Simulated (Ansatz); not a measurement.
HfS2 under a change: uniaxial strain ε_yy = +5.13 %

Start from HfS2 in the CdI2 type structure (space group P-3m1, No. 164; a = 3.547 Å, c = 5.577 Å; layered, stacked along the Cartesian z axis). Axes: x lies along a and z along c of the hexagonal cell.

It is then changed as follows: uniaxial strain ε_yy = +5.13 %, all other strain components held at zero, atoms relaxed at fixed cell.

Computed with PBEsol-D3(BJ) in Ansatz (plane waves to 420 eV, PAW, scalar-relativistic without spin-orbit coupling). Γ-centred 11×11×6 mesh, Fermi–Dirac width 0.05 eV.

```tsv
quantity	base	changed	shift
volume per atom	20.26 Å³	21.30 Å³	+1.04 Å³
energy relative to the base (free energy F)	0 meV/atom	+24 meV/atom	+24 meV/atom
pressure (mean of the normal stresses, compression positive)	0.01 GPa	-2.90 GPa	-2.91 GPa
band gap	0.45 eV	0.59 eV	+0.14 eV
gap character	–	indirect, Γ → M₂	–
smallest direct gap	1.50 eV	1.30 eV	-0.20 eV
valence-band top at Γ (three highest levels, from the VBM)	0.00, -0.29, -0.29 eV	0.00, -0.27, -0.59 eV	–
largest internal atomic displacement	–	0.045 Å	–
stress (xx, yy, zz, yz, xz, xy; compression positive)	–	(-1.10, -7.06, -0.54, -0.17, 0.00, 0.00) GPa	–
```

Final structure:

```yaml
crystal:
  lattice:
    - [3.54747, 0.00000, 0.00000]
    - [-1.77374, 3.22980, 0.00000]
    - [0.00000, 0.00000, 5.57681]
  atoms:
    - { symbol: Hf, position: [0.00000, 0.00000, 0.00000] }
    - { symbol: S, position: [0.32998, 0.65995, 0.25476] }
    - { symbol: S, position: [0.67002, 0.34005, 0.74524] }
```

Cost of the whole job for the changed cell (relaxation, final SCF and bands): around 2.7 core-minutes (rough).

Spin-orbit coupling, missing from the scalar runs, can matter with Hf. Whether these cells are dynamically stable was not tested. k-point labels follow each cell's own Brillouin zone.

Ansatz is a quantum-chemistry and plane-wave program.
